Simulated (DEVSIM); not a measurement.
Structure: isotype n-n heterojunction Al0.1Ga0.9As/GaAs, at 300 K.

```tsv
layer (left to right)	material	thickness (μm)	Nd (cm⁻³)	τn (s)	τp (s)
1	Al0.1Ga0.9As	0.240	2.7e16	1.3e-8	1.3e-8
2	GaAs	0.910	6.9e16	1.3e-8	1.3e-8
```

Left contact: ohmic. Right contact: ohmic. Voltage is applied to the left contact. Recombination: SRH at mid-gap. Mobility is constant in doping.

This is a model device: material constants are rounded textbook-type values typed into the input, and sizes, dopings and lifetimes were drawn at random. Values at 300 K.

```tsv
parameter	Al0.1Ga0.9As	GaAs
gap (eV)	1.5487	1.424
affinity (eV)	3.991	4.07
permittivity	12.62	12.9
Nc (cm⁻³)	5.17e17	4.7e17
Nv (cm⁻³)	9e18	9e18
μn (cm²/Vs)	6520	8500
μp (cm²/Vs)	317	400
```

DEVSIM, 1D drift-diffusion, Boltzmann statistics, complete ionisation; no tunnelling, impact ionisation, image-force lowering or self-heating. Band offsets follow the typed affinities; no thermionic-emission limit at abrupt steps, no polarisation charge.

Task: Tabulate band edges, carrier densities and field at zero bias.

Result: Energies count from the Fermi level of the right contact; mesh points crowd at the junctions.

```
x (μm)    Ec (eV)  Ev (eV)  n (cm⁻³)  p (cm⁻³)  field (V/cm)
--------  -------  -------  --------  --------  ------------
0.000       0.076   -1.472    2.7e16     < 1e2           ≈ 0
0.004737    0.076   -1.472    2.7e16     < 1e2           ≈ 0
0.01395     0.076   -1.472    2.7e16     < 1e2           ≈ 0
0.03188     0.076   -1.472    2.7e16     < 1e2           ≈ 0
0.08578     0.076   -1.472    2.7e16     < 1e2            45
0.1536      0.078   -1.471    2.5e16     < 1e2           610
0.1980      0.085   -1.464    1.9e16     < 1e2          3100
0.2259      0.099   -1.450    1.1e16     < 1e2          7700
0.2352      0.107   -1.441    8.2e15     < 1e2         10000
0.2400      0.112   -1.436    6.7e15     < 1e2         11000
0.2444      0.038   -1.387    1.1e17     < 1e2          8000
0.2586      0.045   -1.379    8.3e16     < 1e2          3100
0.2817      0.048   -1.375    7.2e16     < 1e2           710
0.3277      0.050   -1.375    6.9e16     < 1e2            42
0.4601      0.050   -1.374    6.9e16     < 1e2           ≈ 0
0.6821      0.050   -1.374    6.9e16     < 1e2           ≈ 0
0.9139      0.050   -1.374    6.9e16     < 1e2           ≈ 0
1.034       0.050   -1.374    6.9e16     < 1e2           ≈ 0
1.107       0.050   -1.374    6.9e16     < 1e2           ≈ 0
1.131       0.050   -1.374    6.9e16     < 1e2           ≈ 0
1.143       0.050   -1.374    6.9e16     < 1e2           ≈ 0
1.150       0.050   -1.374    6.9e16     < 1e2           ≈ 0
```
